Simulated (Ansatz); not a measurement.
Data:

```xyz
2
Lattice="0.0000 2.9696 2.9696 2.9696 0.0000 2.9696 2.9696 2.9696 0.0000" Properties=species:S:1:pos:R:3 pbc="T T T"
Sc     2.9696     2.9696     2.9696
Bi     0.0000     0.0000     0.0000
```

The numbers are results of PBEsol, DFPT electron-phonon coupling, linearised Boltzmann equation (plane waves, PAW, scalar-relativistic; Ansatz, a program for electronic structure), not measurements. Geometry: relaxed with this functional, without spin-orbit coupling.

**Question.** Predict the intrinsic resistivity at 300 K.

**Answer.** 18.2 μΩ·cm.

**Question.** How long is the mean free path there?

**Answer.** 24 nm, weighted by the current that each state carries. Wires not much wider than this gain resistivity from their walls.

A metal at this level (no band gap). Only scattering by harmonic phonons is included (no impurities, grain boundaries, electron-electron scattering or thermal expansion). Spin-orbit coupling is left out, which matters with elements this heavy. The run warned that the eigensolver left some states short of its tolerance. Halving the electron mesh (24x24x24) moves the resistivity by up to 11 % at 300 K, the mean free path by up to 2 %. Smearing 0.20 eV; phonons on a 4x4x4 q mesh, which this run doesn't test.

Computed structure, not matched to a measured one here, so possibly hypothetical: ScBi (Fm-3m).
